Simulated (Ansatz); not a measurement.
The starting structures come from a database of crystals and need not be the phases stable at ambient conditions.

Tunnelling through a barrier is set by its complex band structure: the current falls as exp(−2κd) with the smallest κ.

Input:

```
LaO4P
1.0
    7.21806     0.00000     0.00000
   -3.60903     8.98587     0.00000
    0.00000    -4.63734     4.49061
La P O
3 3 12
Direct
  0.50000   0.00000   0.66667
  0.50000   0.50000   0.50000
  0.00000   0.50000   0.83333
  0.50000   0.00000   0.16667
  0.50000   0.50000   0.00000
  0.00000   0.50000   0.33333
  0.13597   0.44746   0.42620
  0.68851   0.13597   0.44804
  0.55254   0.68851   0.33392
  0.86403   0.55254   0.53128
  0.31149   0.86403   0.17610
  0.44746   0.31149   0.95690
  0.13597   0.68851   0.37644
  0.68851   0.55254   0.90713
  0.55254   0.86403   0.88529
  0.86403   0.31149   0.99942
  0.31149   0.44746   0.80205
  0.44746   0.13597   0.15723
```

Space group of this cell: P6_222. The cell is taken as given; by PBEsol its mean pressure is 0.6 GPa.

Transport runs along the normal of the first two printed cell vectors, the (101) plane of the conventional cell.

No gap correction and no spin-orbit coupling; mid-gap values are interpolated between computed energies.

Q: Compute, with PBEsol (Ansatz, a first-principles code), the band gap and the smallest decay constant κ at mid-gap.

A: Gap 4.85 eV on a 8×8×8 mesh; κ = 0.485 1/Å, at the zone centre.
